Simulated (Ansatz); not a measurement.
System: fluorite PbF2 (high-temperature phase). Method: HSE06-D3(BJ) in Ansatz (plane waves, PAW).

Numerical settings: plane-wave cutoff 460 eV, 8×8×8 k mesh, Fermi–Dirac smearing 0.01 eV, scalar-relativistic PAW data made under PBE.

Equation-of-state points:

| V (Å³/atom) | E − E_lowest (meV/atom) | P (GPa) |
|---|---|---|
| 16.301 | 11.21 | 4.40 |
| 16.730 | 2.66 | 2.04 |
| 17.191 | 0.00 | -0.15 |
| 17.588 | 2.41 | -1.77 |
| 18.017 | 9.26 | -3.30 |

Estimate the bulk modulus and its pressure derivative from these points.

V0 = 17.158 Å³/atom, B0 = 76.0 GPa, B′ = 4.8 (fit to the energies at full precision).

Measured, for comparison: bulk modulus 64 GPa, equilibrium volume per atom 17.46 Å³/atom (temperature not stated, not corrected to a static lattice; as tabulated in Cadelano and Cappellini (2011), arXiv:1107.5962). Computed (rounded) less measured: bulk modulus +19 %, equilibrium volume per atom -1.7 %. A static lattice is as a rule a little smaller and stiffer than an uncorrected measurement, which narrows the difference in the equilibrium volume per atom and would widen misses of the other sign.

Spin–orbit coupling is not included; it can shift volumes and moduli of such heavy elements.

Static lattice: no zero-point or thermal effects.

It cost about 13 core-minutes (a rough figure) of CPU time.

Ansatz is an electronic-structure program.
